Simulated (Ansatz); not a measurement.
Base system: GaP in the zinc blende structure (space group F-43m, No. 216; a = 5.451 Å).

The values are results of r2SCAN, PAW, 500 eV (Ansatz, a program for electronic structure; scalar-relativistic without spin-orbit coupling), not measurements.

Strains are applied to the cell and any free atomic positions relax.

One change was made to it. Results:

The pressure goes from zero to 78.7 kbar; the band gap decreases by 0.144 eV to 1.70 eV; the smallest direct gap grows by 0.68 eV (2.36 eV → 3.04 eV).

Which of these changes matches the shifts?
A) isotropic strain −1.00 %
B) isotropic strain −0.50 %
C) isotropic strain −2.50 %

C, isotropic strain −2.50 %. For comparison, the band gap in the other runs: isotropic strain −0.50 % gives 1.82 eV; isotropic strain −1.00 % gives 1.79 eV.

Whether these cells are dynamically stable was not tested.
